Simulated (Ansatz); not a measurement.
The reference is ZnS in the wurtzite structure (space group P6_3mc, No. 186; a = 3.782 Å, c = 6.208 Å). Axes: x lies along a and z along c of the hexagonal cell.

It is then changed as follows: uniaxial strain ε_zz = +0.60 %, all other strain components held at zero, atoms relaxed at fixed cell.

Computed with Kohn–Sham DFT with the PBEsol functional, run in Ansatz (an electronic-structure program) with PAW and 420 eV plane waves, no spin-orbit coupling.

Base, band edges from the VBM (valence, conduction): K -2.19, 4.02; H -1.42, 4.40; M -0.93, 3.51; L -1.69, 3.40; A -0.49, 3.50; Γ 0.00, 2.15 eV.

Problem. Give the band edges at the high-symmetry points of the new zone, measured from its valence-band maximum.

Solution. 
| point | valence edge (eV) | conduction edge (eV) |
|---|---|---|
| Γ | 0.00 | 2.11 |
| M | -0.92 | 3.53 |
| K | -2.19 | 4.01 |
| A | -0.48 | 3.50 |
| L | -1.67 | 3.38 |
| H | -1.44 | 4.36 |

The gap is 2.11 eV, direct at Γ.

No phonon test of stability was made.
